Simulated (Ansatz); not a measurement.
Input and output of a zone-centre phonon calculation for NbRh (P4/mmm, 2 atoms in the cell) (Ansatz, an electronic-structure program).

Method: LDA (PW92), default PAW files made with PBE (plane waves; Ansatz).

```yaml
crystal:
  lattice:
    - [2.89088, 0.00000, 0.00000]
    - [0.00000, 2.89088, 0.00000]
    - [0.00000, 0.00000, 3.87452]
  atoms:
    - { symbol: Rh, position: [0.50000, 0.50000, 0.50000] }
    - { symbol: Nb, position: [0.00000, 0.00000, 0.00000] }
```

Reference input (self-consistent single point, DFT, r2SCAN, plane waves, default PAW files made with PBE): basis.ecutwfc = 500 eV; kpoints.mp_grid.grid = 9 9 7; hamiltonian.xc = r2scan; hamiltonian.pseudopotentials = {kind: paw} (the program's default PAW files); scf.occupations.method = methfessel_paxton; scf.occupations.width = 0.1 eV. This run's input differs from it in these lines:

Ansatz 0.2 input:
```diff
@@ -10,3 +10,3 @@
 basis:
-  ecutwfc: 500.0
+  ecutwfc: 295.0
 kpoints:
@@ -14,3 +14,3 @@
 hamiltonian:
-  xc: r2scan
+  xc: lda
   pseudopotentials: { kind: paw }
@@ -18,6 +18,4 @@
   occupations: { method: methfessel_paxton, width: 0.1 }
-output:
-  forces: true
-  eigenvalues: true
-  stress: true
+phonons:
+  method: dfpt
```

The program printed (abridged):

```
SCF iter   1: F=—  HF=-10721.682991 eV  |F-HF|=—  |Δ(HF+E_count)|=         —  Δρ=9.79e-3  dr2=1.03e-2  ethr=1.77e-3  ⟨swp⟩=4.1  Hψ=7445  notcnv=0
all-band conjugate gradients solve this SCF's bands
preconditioner: auto → none
SCF iter   2: F=—  HF=-10721.680859 eV  |F-HF|=—  |Δ(HF+E_count)|=   2.13e-3  S|Δr|=    0.00e0  Δρ=4.96e-3  dr2=5.23e-3  ethr=3.43e-5  ⟨swp⟩=2.7  Hψ=4018  notcnv=0
   [... lines left out ...]
SCF iter   6: F=—  HF=-10721.679711 eV  |F-HF|=—  |Δ(HF+E_count)|=   1.58e-7  S|Δr|=    0.00e0  Δρ=1.02e-5  dr2=1.74e-8  ethr=2.05e-9  ⟨swp⟩=2.4  Hψ=2904  notcnv=0
SCF iter   7: F=—  HF=-10721.679711 eV  |F-HF|=—  |Δ(HF+E_count)|=   2.71e-9  S|Δr|=    0.00e0  Δρ=1.16e-6  dr2=2.25e-10  ethr=5.79e-11  ⟨swp⟩=2.9  Hψ=3407  notcnv=0
SCF iter   8: F=-10721.679711 eV  HF=-10721.679711 eV  |F-HF|=0.00e0  |Δ(HF+E_count)|=    0.00e0  S|Δr|=    0.00e0  Δρ=1.28e-7  dr2=2.37e-12  ethr=1.00e-12  ⟨swp⟩=4.3  Hψ=8106  notcnv=0
SCF 1 converged in 8 iterations: F = -10721.679711 eV  dr2 = 2.37e-12
DFPT response loops at Γ: preconditioner auto → Kerker (q_TF=auto, 2.694 Å⁻¹) (partly filled bands, converged f_vac=0.000) …
Stability not checked (fill_not_monotonic)
Free energy (F): -10721.679711 eV
Internal energy: -10721.680863 eV  (E = F + TS)
E sigma→0 (E₀):  -10721.679999 eV
Entropy (-TS):   0.001153 eV (0.576 meV/atom)
Fermi energy:    19.105741 eV
   [... lines left out ...]
  ASR residual: 1.009e-4 → 0.000e0 eV/Å²; symmetrization residual: 5.210e-6 eV/Å²
  ASR residual per site (eV/Å²): 1.01e-4 6.24e-5
  Γ frequencies (cm⁻¹): 0.00 0.00 0.00 124.91 124.91 171.99
  non-analytic LO–TO correction: not included (Born effective charges unavailable; polar crystals: no LO–TO splitting at Γ)
```

The run converged in 8 iterations. 

Summary of the result:
* **Free energy E − TS (on the zero of these files)**: -10721.6797 eV
* **Fermi level (on the code's own zero)**: 19.11 eV
* **Zone-centre frequencies (cm⁻¹; negative means imaginary)**: 0, 0, 0, 125, 125, 172

The starting cell comes from a database of published, mostly measured structures (it also holds non-ambient and calculated ones), without a prior relaxation at this level. Its lattice was rescaled by a random factor within 2.5 % of one. Spin polarisation is off. The cutoff lies below the one recommended for these files.
